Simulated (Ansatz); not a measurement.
# GaN, pressure series

Base system: GaN in the zinc blende structure (space group F-43m, No. 216).

GaN is modelled in the cubic space group F-43m (No. 216), the zinc blende structure, Pearson symbol cF8. Lattice parameters: a = b = c = 4.498 Å, α = β = γ = 90.00°. N on 4c has 4 Ga at 1.948 Å (tetrahedral). Ga on 4a has 4 N at 1.948 Å (tetrahedral). (Neighbours: up to the widest gap in distance over summed covalent radii, below 1.35, at either atom; cation-cation and far metal-metal contacts left out.)
(The calculation used a cell of 2 atoms; values per cell refer to that cell.)

Cell and atoms are relaxed at each pressure.

Levels (all Ansatz, a quantum-chemistry and plane-wave program, PAW): r2SCAN (500 eV, scalar-relativistic without spin-orbit coupling); HSE06 (420 eV, without spin-orbit coupling).

Band gaps by level, all at the geometries relaxed with r2SCAN:

```csv
case,r2SCAN,HSE06
base,2.17 eV,3.00 eV
pressure −2 GPa,2.10 eV,2.92 eV
pressure −1 GPa,2.13 eV,?
pressure 0.3 GPa,2.18 eV,3.01 eV
pressure 1.5 GPa,2.22 eV,3.06 eV
pressure 3 GPa,2.27 eV,3.11 eV
pressure 7.5 GPa,2.41 eV,3.26 eV
pressure 10 GPa,2.48 eV,?
```

Task: What belongs in the blanks?

Result: 
- pressure −1 GPa, HSE06: 2.96 eV
- pressure 10 GPa, HSE06: 3.34 eV

Single points use the geometry relaxed with r2SCAN. Load acts through the strain it causes; cell and atoms are relaxed under it. Stability against distortions was not tested. Tetrahedral semiconductors of this kind turn to denser phases somewhere between about 1 and 50 GPa; those were not computed, so compressed cells here can lie past the real transition. This is not the structure that GaN has at room temperature and ambient pressure.
